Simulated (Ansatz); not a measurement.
A hypothetical phase is included: elements placed on a structure type, which no database files for this compound.

Inside the gap of an insulator the Bloch states are evanescent, with a wavenumber k + iκ along the transport direction.

```yaml
crystal:
  lattice:
    - [5.53915, 0.00000, 0.00000]
    - [0.00000, 5.53915, 0.00000]
    - [0.00000, 0.00000, 5.53915]
  atoms:
    - { symbol: Ga, position: [0.75000, 0.00000, 0.50000] }
    - { symbol: Ga, position: [0.50000, 0.75000, 0.00000] }
    - { symbol: Ga, position: [0.50000, 0.25000, 0.00000] }
    - { symbol: Ga, position: [0.25000, 0.00000, 0.50000] }
    - { symbol: Ga, position: [0.00000, 0.50000, 0.75000] }
    - { symbol: Ga, position: [0.00000, 0.50000, 0.25000] }
    - { symbol: N, position: [0.75000, 0.50000, 0.00000] }
    - { symbol: N, position: [0.00000, 0.75000, 0.50000] }
    - { symbol: N, position: [0.00000, 0.25000, 0.50000] }
    - { symbol: N, position: [0.25000, 0.50000, 0.00000] }
    - { symbol: N, position: [0.50000, 0.00000, 0.75000] }
    - { symbol: N, position: [0.50000, 0.00000, 0.25000] }
```

The cell was relaxed by PBE-D3(BJ); by r2SCAN it stands under a pressure of -2.5 GPa.

Transport runs along the normal of the first two printed cell vectors, the (001) plane of the conventional cell.

The gap is the functional's own, uncorrected, and κ follows it; spin-orbit coupling is left out. Mid-gap means the computed energy nearest the middle.

Problem. Give the band gap and the smallest decay constant κ at mid-gap that r2SCAN (Ansatz, an electronic-structure program) yields.

Solution. Gap 1.80 eV on a 6×6×6 mesh; κ = 0.149 1/Å, at the zone centre.
